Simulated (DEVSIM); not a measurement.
System: illuminated Ge n-on-p cell, one wavelength, at 300 K.

Layer 1 from the left is Ge, thickness (μm) 0.270, Nd (cm⁻³) 9.2e17, τn (s) 1e-6, τp (s) 1.3e-7, absorption coefficient (cm⁻¹) 1300. Layer 2 from the left is Ge, thickness (μm) 160, Na (cm⁻³) 1.2e16, τn (s) 1.1e-6, τp (s) 1.1e-6, absorption coefficient (cm⁻¹) 1300.

Left contact: ohmic, minority hole recombination velocity 100 cm/s. Right contact: ohmic, minority electron recombination velocity 6e6 cm/s. Voltage is applied to the left contact. Recombination: SRH at mid-gap, radiative, Auger. Light enters at the left, 7.8e17 photons cm⁻² s⁻¹, one pass, no reflection. Mobility is constant in doping.

This is a model device: material constants are rounded textbook-type values typed into the input, and sizes, dopings and lifetimes were drawn at random. Values at 300 K.

Ge: gap (eV) 0.664, affinity (eV) 4, permittivity 16, Nc (cm⁻³) 1.04e19, Nv (cm⁻³) 6e18, μn (cm²/Vs) 3900, μp (cm²/Vs) 1900, B (cm³/s) 6.4e-14, Cn (cm⁶/s) 1e-31, Cp (cm⁶/s) 1e-31.

Model (solved in DEVSIM): 1D drift-diffusion, Boltzmann statistics, complete ionisation; no tunnelling, impact ionisation, image-force lowering or self-heating.

Dark forward current:

```tsv
|V| (V)	|J| (A/cm²)
0.05	0.0003774
0.10	0.002932
0.15	0.02042
0.20	0.1393
0.25	0.8960
0.30	4.627
0.35	17.11
0.40	49.70
0.45	124.5
0.50	281.4
0.55	588.6
0.60	1147
0.65	2057
```

### Question
Work out the local ideality factor n = ΔV / (kT/q · ln(J2/J1)) between the rows 0.15 and 0.20 V, 0.60 and 0.65 V.

### Answer
kT/q = 25.85 mV. From 0.15 to 0.20 V: ln(0.1393/0.02042) = 1.920, n = 1.01, near the 1 of diffusion or emission over a barrier. From 0.60 to 0.65 V: ln(2057/1147) = 0.584, n = 3.31.

### Question
What current could the absorbed light give at most, and what share is collected?

### Answer
Σ αd = 20.8, so qΦ(1 − exp(−Σ αd)) = 125 mA/cm². The simulated short-circuit current is 116.2 mA/cm², a share of 0.93.

### Question
Estimate the open-circuit voltage by superposition: the voltage at which the dark current equals that short-circuit current.

### Answer
Interpolating ln J in the table gives 0.195 V. The simulation gives 0.195 V, the same within the digits that matter. Superposition holds where collection doesn't change with voltage.
